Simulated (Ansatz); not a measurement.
# Worked example: self-consistent single point of CdHgTe2 (R3m, 4 atoms in the cell) in Ansatz

Computed with LDA (PW92), default PAW files made with PBE (plane waves; Ansatz, a program for electronic structure).

Input:

Ansatz 0.2 input:
```yaml
crystal:
  lattice:
    - [2.335248, 1.348256, 7.621270]
    - [-2.335248, 1.348256, 7.621270]
    - [0.000000, -2.696512, 7.621270]
  atoms:
    - { symbol: Cd, position: [0.999830, 0.999830, 0.999830] }
    - { symbol: Hg, position: [0.500017, 0.500017, 0.500017] }
    - { symbol: Te, position: [0.124823, 0.124823, 0.124823] }
    - { symbol: Te, position: [0.625347, 0.625347, 0.625347] }
basis:
  ecutwfc: 30.9 Ry
kpoints:
  mp_grid: { grid: [7, 7, 7] }
hamiltonian:
  xc: lda
  pseudopotentials: { kind: paw }
scf:
  occupations: { method: gaussian, width: 0.0073 Ry }
output:
  forces: true
  eigenvalues: true
  stress: true
```

Output, abridged:

```
WARN ansatz: RAYON_NUM_THREADS=1 ignored (pool sized by the plan → 1); use --threads N
basis.fft_grid_basis auto: the FFT boxes are laid along the combinations [[1, 0, -1], [0, 1, -1], [0, 0, 1]] of the cell's own vectors, 4.670, 4.670 and 8.084 …
Pseudopotentials: kind: paw
Pseudopotential: Cd, paw, valence charge 20
Pseudopotential: Hg, paw, valence charge 20
Pseudopotential: Te, paw, valence charge 16
Crystal: 4 atoms, lattice volume = 143.974 Å³
Basis set: ecut = 420.4159175005146 eV, 2815 PW (Γ), FFT grids on a1−a3, a2−a3, a3
Bands: 44, of which v1, the nominal top of the filled ones, is band 36 counted from 1 (35 counted from 0)
Symmetry: 6 space group operations
Space group: R3m (ITA 160), of the structure as read, at distance tolerance 5.2e-5 Å
k-points: 44 of 343 (time reversal used)
PAW frozen core: Cd, regenerated for the run's functional, and the local potential with it
PAW frozen core: Hg, regenerated for the run's functional, and the local potential with it
PAW frozen core: Te, regenerated for the run's functional, and the local potential with it
Initial density: superposition of atomic densities (neutral atoms: chi_scale 0, normalization atom), corrected by the library's trained network
Initial wavefunctions: pseudopotential atomic-orbital guess
Eigensolver: davidson
Functional: x = slater, c = lda
SCF iter   1: F=—  HF=-35295.571869 eV  |F-HF|=—  |Δ(HF+E_count)|=         —  Δρ=5.43e-3  dr2=3.17e-2  ethr=1.77e-3  ⟨swp⟩=7.5  Hψ=7848  notcnv=0  defer=7
all-band conjugate gradients solve this SCF's bands
preconditioner: auto → Resta (q_TF=auto, 2.431 Å⁻¹)
SCF iter   2: F=—  HF=-35295.562573 eV  |F-HF|=—  |Δ(HF+E_count)|=   9.30e-3  Δρ=2.44e-3  dr2=7.52e-3  ethr=4.40e-5  ⟨swp⟩=2.0  Hψ=3075  notcnv=0  defer=8
SCF iter   3: F=—  HF=-35295.561193 eV  |F-HF|=—  |Δ(HF+E_count)|=   1.38e-3  Δρ=6.51e-4  dr2=5.97e-4  ethr=1.05e-5  ⟨swp⟩=2.1  Hψ=2472  notcnv=0  defer=8
SCF iter   4: F=—  HF=-35295.561231 eV  |F-HF|=—  |Δ(HF+E_count)|=   3.79e-5  Δρ=1.99e-4  dr2=8.70e-5  ethr=8.29e-7  ⟨swp⟩=2.3  Hψ=2537  notcnv=0  defer=8
SCF iter   5: F=—  HF=-35295.561255 eV  |F-HF|=—  |Δ(HF+E_count)|=   2.34e-5  Δρ=6.35e-5  dr2=1.01e-5  ethr=1.21e-7  ⟨swp⟩=2.0  Hψ=2540  notcnv=0  defer=8
SCF iter   6: F=—  HF=-35295.561260 eV  |F-HF|=—  |Δ(HF+E_count)|=   5.46e-6  Δρ=1.87e-5  dr2=6.91e-7  ethr=1.41e-8  ⟨swp⟩=2.0  Hψ=2613  notcnv=0  defer=8
SCF iter   7: F=-35295.561260 eV  HF=-35295.561260 eV  |F-HF|=3.25e-8  |Δ(HF+E_count)|=   2.46e-7  Δρ=6.02e-6  dr2=7.67e-8  ethr=1.39e-10  ⟨swp⟩=10.4  Hψ=8842  notcnv=0
SCF 1 converged in 7 iterations: F = -35295.561260 eV  dr2 = 7.67e-8
SCF converged after 7 iterations
Free energy (F): -35295.561260 eV
Harris-Foulkes:  -35295.561260 eV  (|F-HF|=3.25e-8)
Internal energy: -35295.560626 eV  (E = F + TS)
E sigma→0 (E₀):  -35295.560943 eV
Entropy (-TS):   -0.000634 eV (-0.159 meV/atom)
Fermi energy:    6.955077 eV
--- Per-component energies (eV) ---
  E_band       = -1632.956440
  E_kinetic    = 1469.975540
  E_local      = -10508.759513  (includes V_loc(G=0)·N_el)
  E_nonlocal   = -488.135983
  E_hartree    = 5169.471629
  E_xc         = -640.029849
  E_vxc        = -690.381888  (∫ρ·V_xc dr)
  E_paw        = -22623.021588  (= ΣΔE_a)
  E_vpaw       = -1754.595027  (= ΣTr[D̂ρ^β])
  E_aug_tail   = 0.000431  (compensation charges beyond the density's cutoff)
  E_ewald      = -7677.761276
  E_core_change = 2.699984  (= ΣΔE_core)
  E_smearing   = -0.000634  (= −TS)
  E_closure    = 0.000000  (closes the sum)
  Σ components = -35295.561260   (vs F -35295.561260, Δ=0.00e0)
--- Forces (eV/Å), atoms counted from 1 ---
  atom   1  Cd     0.00000000     0.00000000    -0.00361027
  atom   2  Hg     0.00000000     0.00000000    -0.00243521
  atom   3  Te     0.00000000    -0.00000000     0.00764119
  atom   4  Te     0.00000000    -0.00000000    -0.00166031
  max |Σ_I F_I| component: 6.46e-5 eV/Å
--- Stress (GPa, compression-positive) ---
       -3.149273       0.000000       0.000000
        0.000000      -3.149273      -0.000000
        0.000000      -0.000000      -3.183775
  P = ⅓ Tr σ = -3.1608 GPa (-31.608 kbar)
  The stress holds the Pulay correction. Without it, at fixed plane waves, as pw.x and ABINIT print it: P = -3.1885 GPa
--- Band table (eV; the first three rows and the last of 44) ---
  k-point 0: bands = ["-107.7398", "-95.0663", "-56.2074", "-56.2051", "-56.2051", "-56.0410", "-56.0410", "-56.0390", "-29.3584", "-29.3584", "-29.3378", "-29.3378", "-29.3370", "-29.2425", "-29.2325", "-29.2325", "-29.2158", "-29.2158", "-4.4355", [...]
  k-point 1: bands = ["-107.7398", "-95.0663", "-56.2074", "-56.2051", "-56.2051", "-56.0410", "-56.0410", "-56.0390", "-29.3585", "-29.3584", "-29.3378", "-29.3378", "-29.3370", "-29.2425", "-29.2325", "-29.2325", "-29.2159", "-29.2158", "-4.3621", [...]
  k-point 2: bands = ["-107.7398", "-95.0663", "-56.2074", "-56.2051", "-56.2051", "-56.0410", "-56.0410", "-56.0390", "-29.3585", "-29.3582", "-29.3378", "-29.3377", "-29.3369", "-29.2424", "-29.2326", "-29.2325", "-29.2159", "-29.2156", "-4.1809", [...]
  k-point 43: bands = ["-107.7398", "-95.0663", "-56.2074", "-56.2051", "-56.2051", "-56.0410", "-56.0410", "-56.0390", "-29.3585", "-29.3584", "-29.3378", "-29.3378", "-29.3370", "-29.2425", "-29.2325", "-29.2325", "-29.2159", "-29.2158", [...]
```

The run converged in 7 iterations.

The starting cell comes from a database of computed structures (which also holds hypothetical and non-ambient phases and stackings), without a prior relaxation at this level. Its lattice was rescaled by up to half a per cent. Spin-orbit coupling is off. With a pressure of about -3 GPa the cell is away from its equilibrium volume at this level. Ansatz's pressure includes its estimate of the finite-basis (Pulay) stress. The run gives no clean gap (levels at the Fermi energy touch, overlap or are partly filled at this smearing), which alone does not show that the compound is a metal.
